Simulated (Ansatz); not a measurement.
**One Ga atom on a Si site, 3x3x3 cubic cells, neutral, without spin**

Geometry as solved with PBE, support functions at accuracy medium on the grid of 420 eV (Ansatz, a program for electronic structure).

```xyz
216
Lattice="16.41 0.00 0.00 0.00 16.41 0.00 0.00 0.00 16.41" Properties=species:S:1:pos:R:3 pbc="T T T"
Si     0.00     0.00     0.00
Si     1.37     1.37     1.37
Si     2.74     2.74     0.00
Si     4.10     4.10     1.37
Si     2.74     0.00     2.73
Si     4.10     1.37     4.10
Si     0.00     2.74     2.73
Si     1.37     4.10     4.10
Si     0.00     0.00     5.47
Si     1.36     1.36     6.84
Si     2.73     2.73     5.47
Si     4.10     4.10     6.82
Si     2.74     0.00     8.20
Si     4.11     1.37     9.57
Si     0.00     2.74     8.20
Si     1.37     4.11     9.57
Si     0.00     0.00    10.94
Si     1.37     1.37    12.31
Si     2.74     2.74    10.94
Si     4.11     4.11    12.30
Si     2.74     0.00    13.67
Si     4.10     1.37    15.04
Si     0.00     2.73    13.67
Si     1.37     4.10    15.04
Si     0.00     5.47     0.00
Si     1.36     6.84     1.36
Si     2.74     8.21     0.00
Si     4.11     9.57     1.37
Si     2.73     5.47     2.72
Si     4.10     6.82     4.10
Si     0.00     8.21     2.73
Si     1.37     9.57     4.11
Si     0.00     5.47     5.47
Si     1.37     6.84     6.84
Si     2.74     8.20     5.47
Si     4.10     9.58     6.85
Si     2.74     5.47     8.20
Si     4.10     6.85     9.58
Si     0.00     8.20     8.20
Si     1.37     9.57     9.57
Si     0.00     5.47    10.94
Si     1.36     6.84    12.31
Si     2.73     8.20    10.95
Si     4.10     9.57    12.31
Si     2.74     5.47    13.67
Si     4.10     6.84    15.04
Si     0.00     8.21    13.68
Si     1.37     9.57    15.04
Si     0.00    10.94     0.00
Si     1.37    12.31     1.37
Si     2.73    13.67     0.00
Si     4.10    15.04     1.37
Si     2.74    10.94     2.74
Si     4.11    12.30     4.11
Si     0.00    13.67     2.73
Si     1.37    15.04     4.10
Si     0.00    10.94     5.47
Si     1.36    12.31     6.84
Si     2.74    13.67     5.47
Si     4.10    15.04     6.84
Si     2.72    10.95     8.20
Si     4.10    12.31     9.57
Si     0.00    13.68     8.20
Si     1.37    15.04     9.57
Si     0.00    10.94    10.94
Si     1.37    12.31    12.31
Si     2.73    13.67    10.94
Si     4.10    15.04    12.31
Si     2.74    10.94    13.67
Si     4.10    12.31    15.04
Si     0.00    13.67    13.67
Si     1.37    15.04    15.04
Si     5.47     0.00     0.00
Si     6.84     1.36     1.36
Si     8.21     2.74     0.00
Si     9.57     4.11     1.37
Si     8.21     0.00     2.74
Si     9.57     1.37     4.11
Si     5.47     2.73     2.73
Si     6.82     4.10     4.10
Si     5.47     0.00     5.47
Si     6.84     1.37     6.84
Si     8.20     2.74     5.47
Si     9.58     4.09     6.86
Si     8.20     0.00     8.20
Si     9.57     1.37     9.57
Si     5.47     2.74     8.20
Si     6.86     4.10     9.58
Si     5.47     0.00    10.94
Si     6.84     1.36    12.32
Si     8.20     2.72    10.95
Si     9.57     4.10    12.31
Si     8.21     0.00    13.68
Si     9.57     1.37    15.04
Si     5.47     2.74    13.67
Si     6.84     4.10    15.04
Si     5.47     5.47     0.00
Si     6.84     6.84     1.37
Si     8.20     8.20     0.00
Si     9.57     9.57     1.37
Si     8.20     5.47     2.74
Si     9.58     6.85     4.10
Si     5.47     8.20     2.74
Si     6.85     9.58     4.10
Si     5.45     5.45     5.45
Ga     6.84     6.84     6.84
Si     8.22     8.22     5.45
Si     9.58     9.58     6.82
Si     8.22     5.45     8.22
Si     9.58     6.82     9.58
Si     5.45     8.22     8.22
Si     6.82     9.58     9.58
Si     5.47     5.47    10.93
Si     6.84     6.84    12.30
Si     8.20     8.20    10.93
Si     9.57     9.57    12.30
Si     8.20     5.47    13.67
Si     9.57     6.84    15.04
Si     5.47     8.20    13.67
Si     6.84     9.57    15.04
Si     5.47    10.94     0.00
Si     6.84    12.31     1.36
Si     8.21    13.68     0.00
Si     9.57    15.04     1.37
Si     8.20    10.95     2.72
Si     9.57    12.31     4.10
Si     5.47    13.67     2.73
Si     6.84    15.04     4.10
Si     5.47    10.93     5.47
Si     6.84    12.30     6.84
Si     8.20    13.67     5.47
Si     9.57    15.04     6.84
Si     8.20    10.93     8.20
Si     9.57    12.30     9.57
Si     5.47    13.67     8.20
Si     6.84    15.04     9.57
Si     5.47    10.95    10.95
Si     6.84    12.31    12.31
Si     8.20    13.67    10.94
Si     9.57    15.04    12.31
Si     8.21    10.94    13.67
Si     9.57    12.31    15.04
Si     5.47    13.68    13.68
Si     6.84    15.04    15.04
Si    10.94     0.00     0.00
Si    12.31     1.37     1.37
Si    13.67     2.73     0.00
Si    15.04     4.10     1.37
Si    13.67     0.00     2.73
Si    15.04     1.37     4.10
Si    10.94     2.74     2.74
Si    12.30     4.11     4.11
Si    10.94     0.00     5.47
Si    12.32     1.36     6.84
Si    13.67     2.74     5.47
Si    15.04     4.10     6.84
Si    13.68     0.00     8.21
Si    15.04     1.37     9.57
Si    10.95     2.72     8.20
Si    12.31     4.10     9.57
Si    10.94     0.00    10.94
Si    12.31     1.37    12.31
Si    13.68     2.73    10.94
Si    15.04     4.10    12.31
Si    13.67     0.00    13.67
Si    15.04     1.37    15.04
Si    10.94     2.73    13.67
Si    12.31     4.10    15.04
Si    10.94     5.47     0.00
Si    12.32     6.84     1.36
Si    13.68     8.21     0.00
Si    15.04     9.57     1.37
Si    13.67     5.47     2.74
Si    15.04     6.84     4.10
Si    10.95     8.20     2.72
Si    12.31     9.57     4.10
Si    10.93     5.47     5.47
Si    12.30     6.84     6.84
Si    13.67     8.20     5.47
Si    15.04     9.57     6.84
Si    13.67     5.47     8.20
Si    15.04     6.84     9.57
Si    10.93     8.20     8.20
Si    12.30     9.57     9.57
Si    10.95     5.47    10.95
Si    12.32     6.84    12.32
Si    13.67     8.20    10.94
Si    15.04     9.57    12.31
Si    13.68     5.47    13.68
Si    15.04     6.84    15.04
Si    10.94     8.20    13.67
Si    12.31     9.57    15.04
Si    10.94    10.94     0.00
Si    12.31    12.31     1.37
Si    13.67    13.67     0.00
Si    15.04    15.04     1.37
Si    13.67    10.94     2.73
Si    15.04    12.31     4.10
Si    10.94    13.67     2.73
Si    12.31    15.04     4.10
Si    10.95    10.95     5.47
Si    12.31    12.31     6.84
Si    13.68    13.68     5.47
Si    15.04    15.04     6.84
Si    13.67    10.94     8.20
Si    15.04    12.31     9.57
Si    10.94    13.67     8.20
Si    12.31    15.04     9.57
Si    10.94    10.94    10.94
Si    12.31    12.30    12.31
Si    13.67    13.67    10.94
Si    15.04    15.04    12.31
Si    13.67    10.94    13.67
Si    15.04    12.31    15.04
Si    10.94    13.67    13.67
Si    12.31    15.04    15.04
```
